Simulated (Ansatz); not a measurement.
# Response to strain in AlRu

The parent structure is AlRu in the CsCl type structure (space group Pm-3m, No. 221; relaxed with 0.1 eV smearing).

```xyz
2
Lattice="2.9770 0.0000 0.0000 0.0000 2.9770 0.0000 0.0000 0.0000 2.9770" Properties=species:S:1:pos:R:3 pbc="T T T"
Al     1.4885     1.4885     1.4885
Ru     0.0000     0.0000     0.0000
```

Cartesian axes are those of the cell as printed.

Strains are applied to the cell and any free atomic positions relax; under biaxial strain the out-of-plane vector relaxes too.

Level of theory: DFT with PBEsol, PAW potentials and a 420 eV plane-wave cutoff in Ansatz (an electronic-structure program), no SOC.

Notes on the quantities. energy relative to the base: free energy F.

| case | volume per atom | energy relative to the base |
|---|---|---|
| base | 13.19 Å³ | 0 meV/atom |
| biaxial strain −2.50 %, plane normal [111], relaxed out of plane | 12.77 Å³ | +24 meV/atom |
| biaxial strain −2.08 %, plane normal [111], relaxed out of plane | 12.84 Å³ | +17 meV/atom |
| biaxial strain −1.67 %, plane normal [111], relaxed out of plane | ___ | +11 meV/atom |
| biaxial strain −1.25 %, plane normal [111], relaxed out of plane | 12.97 Å³ | +5.9 meV/atom |
| biaxial strain −0.42 %, plane normal [111], relaxed out of plane | 13.12 Å³ | ___ |
| biaxial strain +0.42 %, plane normal [111], relaxed out of plane | 13.27 Å³ | +0.6 meV/atom |
| biaxial strain +0.83 %, plane normal [111], relaxed out of plane | 13.34 Å³ | +2.5 meV/atom |
| biaxial strain +1.67 %, plane normal [111], relaxed out of plane | 13.50 Å³ | +9.9 meV/atom |
| biaxial strain +2.08 %, plane normal [111], relaxed out of plane | 13.58 Å³ | +15 meV/atom |

Question: Complete the table.

Answer: 
- biaxial strain −1.67 %, plane normal [111], relaxed out of plane, volume per atom: 12.90 Å³
- biaxial strain −0.42 %, plane normal [111], relaxed out of plane, energy relative to the base: +0.7 meV/atom

No phonon test of stability was made. All final runs are without spin polarisation.
